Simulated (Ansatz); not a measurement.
Defect migration in zinc-blende GaN: interstitial Zn, charge state +2. Computed with PBE, PAW (plane waves to 420 eV; Ansatz, an electronic-structure program).

Cell of 64 host sites held at the relaxed PBE lattice; one k-point at (0.250, 0.250, 0.250); Fermi-Dirac width 0.01 eV, spin-restricted; finite-size errors left in. No zero-point or tunnelling terms. The host's phase is taken as given; its stability against other phases was not computed. The charge state is imposed; whether it is stable for some Fermi level was not computed. Sites that were not tried may lie lower.

Barriers: single points on a 2×2×2 k-point mesh shifted by half a step at the bands' geometries.

The step: Zn moves alone to another site. Atoms about the jump, Cartesian Å from the middle of the jump, before and after:

```tsv
atom	x0	y0	z0	x1	y1	z1
Zn1	-1.14	0.00	1.14	1.14	0.00	-1.14
N2	0.01	-1.15	-0.01	-0.01	-1.15	0.01
N3	0.02	1.16	-2.31	-0.01	1.15	-2.28
N4	2.31	1.16	-0.03	2.28	1.15	0.01
Ga5	-1.14	0.00	-1.34	-1.34	0.00	-1.14
Ga6	1.34	0.00	1.13	1.13	0.00	1.34
Ga7	1.15	2.28	-1.15	1.13	2.47	-1.14
Ga8	-1.14	2.47	1.13	-1.15	2.28	1.15
N9	-2.28	1.14	-0.01	-2.31	1.16	0.02
N10	0.01	1.15	2.29	-0.03	1.16	2.31
N11	0.02	3.45	-0.03	-0.03	3.45	0.02
Ga12	1.16	-2.30	-1.17	1.13	-2.48	-1.14
Ga13	1.17	0.00	-3.41	1.13	0.00	-3.61
Ga14	3.41	0.00	-1.18	3.61	0.00	-1.14
N15	2.27	-1.14	-2.28	2.28	-1.15	-2.29
Ga16	-1.14	-2.48	1.13	-1.17	-2.30	1.16
Ga17	-1.14	2.31	-3.41	-1.17	2.30	-3.44
Ga18	3.41	2.31	1.13	3.44	2.30	1.17
Ga19	-3.61	0.00	1.13	-3.42	0.00	1.17
```

**Question.** Give the saddle-point geometry and the barrier.

**Answer.** 
| atom | x | y | z |
|---|---|---|---|
| Zn1 | 0.20 | 0.90 | -0.22 |
| N2 | -0.02 | -1.13 | 0.01 |
| N3 | -0.02 | 1.13 | -2.26 |
| N4 | 2.25 | 1.14 | 0.01 |
| Ga5 | -1.44 | -0.16 | -1.29 |
| Ga6 | 1.28 | -0.14 | 1.43 |
| Ga7 | 1.27 | 2.55 | -1.27 |
| Ga8 | -1.20 | 2.33 | 1.20 |
| N9 | -2.28 | 1.11 | -0.02 |
| N10 | 0.01 | 1.12 | 2.28 |
| N11 | 0.01 | 3.41 | -0.01 |
| Ga12 | 1.14 | -2.28 | -1.14 |
| Ga13 | 1.14 | -0.02 | -3.41 |
| Ga14 | 3.40 | -0.02 | -1.14 |
| N15 | 2.27 | -1.14 | -2.27 |
| Ga16 | -1.16 | -2.28 | 1.16 |
| Ga17 | -1.17 | 2.29 | -3.41 |
| Ga18 | 3.41 | 2.29 | 1.16 |
| Ga19 | -3.43 | -0.02 | 1.16 |
It lies 1.45 eV above the start and 1.45 eV above the end. The program found a first-order saddle point.
